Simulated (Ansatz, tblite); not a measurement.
**Ladder of methods for the c axis length of 1T (CdI2-type) MgI2**

Reference value: 6.88 Å (measured, temperature not stated, copied from a table, unchecked, no zero-point or thermal correction; as tabulated in Crystal Structures 1, 239 (1963)).

Problem. Put these levels in order of the c axis length that they give for 1T (CdI2-type) MgI2, smallest first: GFN2-xTB (tblite), LDA (Ansatz, a program for electronic structure), rVV10 (Ansatz), r²SCAN-D4 (Ansatz).

Solution. LDA (6.694 Å), GFN2-xTB (6.781 Å), rVV10 (6.816 Å), r²SCAN-D4 (6.971 Å)

Differences against the reference: GFN2-xTB -1.44 %, LDA -2.70 %, rVV10 -0.93 %, r²SCAN-D4 +1.32 %.

The measured value isn't corrected to a static lattice, so vibrations enter the comparison. A static lattice is as a rule a little smaller than the measured one.  GFN2-xTB: the method was fitted mainly to molecules. GFN2-xTB: the run uses a supercell at the zone centre in place of a k mesh. LDA: the cell comes from a level without a dispersion term, which matters for the spacing of layers, chains or molecules. Cutoffs differ between the levels. Ansatz's density-functional and Hartree–Fock values are scalar-relativistic unless marked +SOC, with PAW data made under PBE.

Differences are worked out from the printed values.
